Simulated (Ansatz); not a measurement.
ZrTiO4 (model structure, started from the TaAlO4 type, Pbcn, No. 60, 24 atoms in the cell) was calculated with PBEsol+SOC in Ansatz (plane waves, PAW).

Run with plane-wave cutoff 520 eV, 6×4×6 k mesh (along the axes of the cell as run), Fermi–Dirac smearing 0.01 eV, PAW data made under PBE.

Cell (relaxed with PBEsol):

```cif
data_O16Ti4Zr4
_chemical_formula_sum 'Zr4 Ti4 O16'
_space_group_name_H-M_alt 'P 1'
_space_group_IT_number 1
_cell_length_a 4.69906
_cell_length_b 11.77856
_cell_length_c 4.92662
_cell_angle_alpha 90.000
_cell_angle_beta 90.000
_cell_angle_gamma 90.000
loop_
_space_group_symop_operation_xyz
  'x, y, z'
loop_
_atom_site_label
_atom_site_type_symbol
_atom_site_fract_x
_atom_site_fract_y
_atom_site_fract_z
_atom_site_occupancy
Zr1 Zr 0.50000 0.33351 0.75000 1
Zr2 Zr 0.50000 0.66649 0.25000 1
Zr3 Zr 0.00000 0.16649 0.25000 1
Zr4 Zr 0.00000 0.83351 0.75000 1
Ti1 Ti 0.50000 0.07224 0.75000 1
Ti2 Ti 0.50000 0.92776 0.25000 1
Ti3 Ti 0.00000 0.42776 0.25000 1
Ti4 Ti 0.00000 0.57224 0.75000 1
O1 O 0.73043 0.05256 0.42777 1
O2 O 0.26957 0.94744 0.57223 1
O3 O 0.76957 0.44744 0.92777 1
O4 O 0.23043 0.55256 0.07223 1
O5 O 0.23043 0.44744 0.57223 1
O6 O 0.76957 0.55256 0.42777 1
O7 O 0.26957 0.05256 0.07223 1
O8 O 0.73043 0.94744 0.92777 1
O9 O 0.78012 0.68787 0.91546 1
O10 O 0.21988 0.31213 0.08454 1
O11 O 0.71988 0.81213 0.41546 1
O12 O 0.28012 0.18787 0.58454 1
O13 O 0.28012 0.81213 0.08454 1
O14 O 0.71988 0.18787 0.91546 1
O15 O 0.21988 0.68787 0.58454 1
O16 O 0.78012 0.31213 0.41546 1
```

Q: Estimate the band gap and direct gap at Γ that the calculation returns.

A: 
band gap: 3.15 eV (on the SCF k mesh)
direct gap at Γ: 3.24 eV

Note: the relaxation could raise the start's symmetry but not lower it, so the cell can be a saddle point.

The result took roughly 24 core-minutes.

A model structure was made by putting elements into a prototype or built by hand; it is no filed structure, need not be a known phase, and can be a saddle point held by its symmetry.

Ansatz is a first-principles code.
